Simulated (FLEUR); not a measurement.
**Parameter sweep on SiC (P6_3mc, 4 atoms in the cell)**

```
SiC
1.0
    3.03386     0.00000     0.00000
   -1.51693     2.62740     0.00000
    0.00000     0.00000     4.98017
Si C
2 2
Direct
  0.33333   0.66667   0.49960
  0.66667   0.33333   0.99960
  0.33333   0.66667   0.87540
  0.66667   0.33333   0.37540
```

Base run A: PBE, all-electron FLAPW (FLEUR), scalar-relativistic valence in FLEUR, self-consistent single point.

Its settings: Kmax = 4.6 1/bohr; GmaxXC = 18.4 1/bohr; xcFunctional = pbe; jspins = 1; l_soc = F; mode = hist; fermiSmearingEnergy = 0.0001 Htr; mesh (inpgen div1-3) = 6 6 4; inpgen gamma flag = true; Gmax = 18.4 1/bohr; numbands = 0; maxIterBroyd = 15; imix = Anderson; alpha = 0.05; precondParam = 0; minDistance = 1e-05 me/bohr^3; ctail = T; kcrel = 0; coretail_lmax = 0; theta = 0.

The starting cell comes from a database of computed structures (which also holds hypothetical and non-ambient phases and stackings), without a prior relaxation at this level. Its lattice was rescaled by a random factor within 2.5 % of one. Values depend on the basis (sphere radii, cutoffs, local orbitals), which need not be converged.

ΔF is the free energy per atom less that of run A. 

Run A gave: largest force (eV/Å) 0.003; gap on the mesh (eV) 2.203; iterations 15.

Runs:
- B: imix: Anderson → Pulay
- C: imix: Anderson → pPulay
- D: imix: Anderson → rPulay
- E: imix: Anderson → aPulay
- F: itmax: 60 → 150; imix: Anderson → straight; alpha: 0.05 → 0.2

Task: Which runs reach the base run's state, and which is quickest in iterations?

Result: Runs B, C, D, E, F ended on the same solution as A (within 1 meV/atom). The fewest iterations to that state were 15 (A, B, D); the most were 64.

```json
[
 {"run": "A", "ΔF (meV/atom)": "0.00", "largest force (eV/Å)": "0.003", "gap on the mesh (eV)": "2.203", "iterations": "15"},
 {"run": "B", "ΔF (meV/atom)": "0.00", "largest force (eV/Å)": "0.003", "gap on the mesh (eV)": "2.203", "iterations": "15"},
 {"run": "C", "ΔF (meV/atom)": "0.00", "largest force (eV/Å)": "0.003", "gap on the mesh (eV)": "2.203", "iterations": "49"},
 {"run": "D", "ΔF (meV/atom)": "0.00", "largest force (eV/Å)": "0.003", "gap on the mesh (eV)": "2.203", "iterations": "15"},
 {"run": "E", "ΔF (meV/atom)": "0.00", "largest force (eV/Å)": "0.003", "gap on the mesh (eV)": "2.203", "iterations": "20"},
 {"run": "F", "ΔF (meV/atom)": "0.00", "largest force (eV/Å)": "0.003", "gap on the mesh (eV)": "2.203", "iterations": "64"}
]
```
